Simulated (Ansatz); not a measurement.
Ansatz (a first-principles code) run on the (110) slab of CaHN (cut from a parent of space group no. 107; 12 atoms in the cell): self-consistent single point.

Computed with LDA (PW92), default PAW files made with PBE (plane waves; Ansatz).

The change in words: vacuum of 4 angstrom (first run: 14 Å). Reference geometry:
```yaml
crystal:
  lattice:
    - [3.76805, 0.00000, 0.00000]
    - [-3.28360, 3.73678, 0.00000]
    - [0.00000, 0.00000, 21.46171]
  atoms:
    - { symbol: Ca, position: [0.89656, 0.94828, 0.32616] }
    - { symbol: Ca, position: [0.89656, 0.44828, 0.44205] }
    - { symbol: Ca, position: [0.89656, 0.94828, 0.55795] }
    - { symbol: Ca, position: [0.89656, 0.44828, 0.67384] }
    - { symbol: H, position: [0.72012, 0.36006, 0.32616] }
    - { symbol: H, position: [0.72012, 0.86006, 0.44205] }
    - { symbol: H, position: [0.72012, 0.36006, 0.55795] }
    - { symbol: H, position: [0.72012, 0.86006, 0.67384] }
    - { symbol: N, position: [0.08330, 0.54165, 0.32616] }
    - { symbol: N, position: [0.08330, 0.04165, 0.44205] }
    - { symbol: N, position: [0.08330, 0.54165, 0.55795] }
    - { symbol: N, position: [0.08330, 0.04165, 0.67384] }
```

Reference input (self-consistent single point, DFT, LDA (PW92), plane waves, default PAW files made with PBE): basis.ecutwfc = 30.9 Ry; kpoints.mp_grid.grid = 8 8 1; hamiltonian.xc = lda; hamiltonian.pseudopotentials = {kind: paw} (the program's default PAW files); scf.occupations.method = fermi_dirac; scf.occupations.width = 0.0037 Ry. This run's input differs from it in these lines:

Ansatz 0.2 input:
```diff
@@ -5,16 +5,16 @@
     - [-3.28360000, 3.73678000, 0.00000000]
-    - [0.00000000, 0.00000000, 21.46171200]
+    - [0.00000000, 0.00000000, 11.46172200]
   atoms:
-    - { symbol: Ca, position: [0.89656000, 0.94828000, 0.32616200] }
-    - { symbol: Ca, position: [0.89656000, 0.44828000, 0.44205200] }
-    - { symbol: Ca, position: [0.89656000, 0.94828000, 0.55794800] }
-    - { symbol: Ca, position: [0.89656000, 0.44828000, 0.67383800] }
-    - { symbol: H, position: [0.72012000, 0.36006000, 0.32616200] }
-    - { symbol: H, position: [0.72012000, 0.86006000, 0.44205200] }
-    - { symbol: H, position: [0.72012000, 0.36006000, 0.55794800] }
-    - { symbol: H, position: [0.72012000, 0.86006000, 0.67383800] }
-    - { symbol: N, position: [0.08330000, 0.54165000, 0.32616200] }
-    - { symbol: N, position: [0.08330000, 0.04165000, 0.44205200] }
-    - { symbol: N, position: [0.08330000, 0.54165000, 0.55794800] }
-    - { symbol: N, position: [0.08330000, 0.04165000, 0.67383800] }
+    - { symbol: Ca, position: [0.89656000, 0.94828000, 0.17449400] }
+    - { symbol: Ca, position: [0.89656000, 0.44828000, 0.39149400] }
+    - { symbol: Ca, position: [0.89656000, 0.94828000, 0.60850600] }
+    - { symbol: Ca, position: [0.89656000, 0.44828000, 0.82550600] }
+    - { symbol: H, position: [0.72012000, 0.36006000, 0.17449400] }
+    - { symbol: H, position: [0.72012000, 0.86006000, 0.39149400] }
+    - { symbol: H, position: [0.72012000, 0.36006000, 0.60850600] }
+    - { symbol: H, position: [0.72012000, 0.86006000, 0.82550600] }
+    - { symbol: N, position: [0.08330000, 0.54165000, 0.17449400] }
+    - { symbol: N, position: [0.08330000, 0.04165000, 0.39149400] }
+    - { symbol: N, position: [0.08330000, 0.54165000, 0.60850600] }
+    - { symbol: N, position: [0.08330000, 0.04165000, 0.82550600] }
 basis:
```

Log, with long lists cut:

```
SCF iter   1: F=—  HF=-8657.590712 eV  |F-HF|=—  |Δ(HF+E_count)|=         —  Δρ=1.06e-2  dr2=1.99e-1  ethr=1.77e-3  ⟨swp⟩=11.6  Hψ=5149  notcnv=0  defer=12
all-band conjugate gradients solve this SCF's bands
preconditioner: auto → Resta (q_TF=auto, 2.339 Å⁻¹)
SCF iter   2: F=—  HF=-8657.542269 eV  |F-HF|=—  |Δ(HF+E_count)|=   4.84e-2  Δρ=5.31e-3  dr2=2.48e-2  ethr=3.11e-4  ⟨swp⟩=2.1  Hψ=1477  notcnv=0  defer=125
   [... lines left out ...]
SCF iter   5: F=—  HF=-8657.534386 eV  |F-HF|=—  |Δ(HF+E_count)|=   3.70e-6  Δρ=2.05e-4  dr2=6.47e-5  ethr=2.96e-7  ⟨swp⟩=2.4  Hψ=1100  notcnv=0  defer=127
SCF iter   6: F=—  HF=-8657.534045 eV  |F-HF|=—  |Δ(HF+E_count)|=   3.42e-4  Δρ=5.72e-5  dr2=6.00e-6  ethr=1.01e-7  ⟨swp⟩=2.0  Hψ=1114  notcnv=0  defer=127
SCF iter   7: F=—  HF=-8657.534045 eV  |F-HF|=—  |Δ(HF+E_count)|=   5.89e-8  Δρ=1.11e-5  dr2=2.30e-7  ethr=9.37e-9  ⟨swp⟩=2.0  Hψ=1114  notcnv=0  defer=127
SCF iter   8: F=-8657.534045 eV  HF=-8657.534045 eV  |F-HF|=3.13e-9  |Δ(HF+E_count)|=   6.39e-8  Δρ=2.87e-6  dr2=1.30e-8  ethr=1.56e-10  ⟨swp⟩=11.9  Hψ=4274  notcnv=0
SCF 1 converged in 8 iterations: F = -8657.534045 eV  dr2 = 1.30e-8
Free energy (F): -8657.534045 eV
Internal energy: -8657.534045 eV  (E = F + TS)
E sigma→0 (E₀):  -8657.534045 eV
Fermi energy:    6.105955 eV
--- Forces (eV/Å), atoms counted from 1 ---
  atom   1  Ca    -0.33756153    -0.29662353    -0.00446412
  atom   2  Ca    -0.12028245    -0.10569511    -0.04565281
  atom   3  Ca    -0.12028245    -0.10569511     0.04565281
  atom   4  Ca    -0.33756153    -0.29662353     0.00446412
  atom   5  H     -0.24663551    -0.21672463    -0.21396615
  atom   6  H     -0.34064709    -0.29933488     0.01927785
  atom   7  H     -0.34064709    -0.29933488    -0.01927785
  atom   8  H     -0.24663551    -0.21672463     0.21396615
  atom   9  N      0.65636443     0.57676340     0.35476771
   [... lines left out ...]
  atom  12  N      0.65636443     0.57676340    -0.35476771
--- Stress (GPa, compression-positive) ---
       -5.496248       1.336474       0.000000
        1.336474      -5.842781       0.000000
        0.000000       0.000000      -4.969913
  P = ⅓ Tr σ = -5.4363 GPa (-54.363 kbar)
  The stress holds the Pulay correction. Without it, at fixed plane waves, as pw.x and ABINIT print it: P = -5.8063 GPa
```

The run converged in 8 iterations. Against the reference run the free energy goes down by 21.7 meV/atom, the largest force goes from 1.026 to 0.943 eV/Å and the gap on the mesh goes from 2.050 to 1.795 eV.

The starting cell comes from a database of computed structures (which also holds hypothetical and non-ambient phases and stackings), without a prior relaxation at this level. The slab is cut from that crystal, and its faces are unrelaxed. Its lattice was rescaled by up to half a per cent. Spin polarisation is off, though cut faces can carry moments; a gap of a slab can lie between surface states.
